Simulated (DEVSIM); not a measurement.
Structure: Cr/La2O3/n-Si capacitor, at 250 K.

Layer 1 from the left is La2O3, thickness (nm) 2.90. Layer 2 from the left is Si, thickness (nm) 1800, Nd (cm⁻³) 1e17.

Metal gate on the left, work function 4.5 eV. Fixed charge at the semiconductor interface -6.2e10 cm⁻² (in units of +e); no interface traps.

The device is made up for the run: typed textbook-type constants, with dimensions and the other settings drawn at random. Values at 300 K; Nc and Nv go as T^1.5, mobilities as T to minus their exponent, the gap by Varshni's rule with the affinity fixed.

La2O3: gap (eV) 5.8, affinity (eV) 1.8, permittivity 27. Si: gap (eV) 1.124, affinity (eV) 4.05, permittivity 11.7, Nc (cm⁻³) 2.86e19, Nv (cm⁻³) 3.1e19, Varshni α (eV/K) 0.000473, Varshni β (K) 636.

Estimate by hand the flat-band voltage, the threshold voltage, and compare with a numerical solution.


- Flat-band voltage: C = 8.24 μF/cm², work-function difference 0.334 V; VFB = φms − qNf/C = 0.34 V; numerical 0.34 V.
- Threshold voltage: φF = 0.451 V, depletion charge √(4εqNφF) = 1.73e-7 C/cm²; VT = VFB − 2φF − Qd/C = -0.59 V; numerical -0.59 V.

Model (solved in DEVSIM): 1D Poisson equation in equilibrium, Boltzmann statistics, complete ionisation; no quantum confinement or tunnelling. Metal contacts follow the ideal Schottky-Mott rule: no Fermi-level pinning, no interface dipoles.
